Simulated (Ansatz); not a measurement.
**A computed series for Si: response to strain**

Consider Si in the diamond structure (space group Fd-3m, No. 227; a = 5.470 Å).

Strains are applied to the cell and any free atomic positions relax.

Computed with PBE (Ansatz, a quantum-chemistry and plane-wave program, PAW, no SOC).

Candidates:
(a) isotropic strain +1.00 %
(b) isotropic strain −1.50 %
(c) isotropic strain +2.50 %
(d) isotropic strain −0.50 %

Base values:

```
Property   Result
--------  -------
Band gap  0.61 eV
```

Order them by band gap, lowest first.

(b) isotropic strain −1.50 % (0.53 eV), (d) isotropic strain −0.50 % (0.59 eV), (a) isotropic strain +1.00 % (0.67 eV), (c) isotropic strain +2.50 % (0.73 eV)

Stability against distortions was not tested.
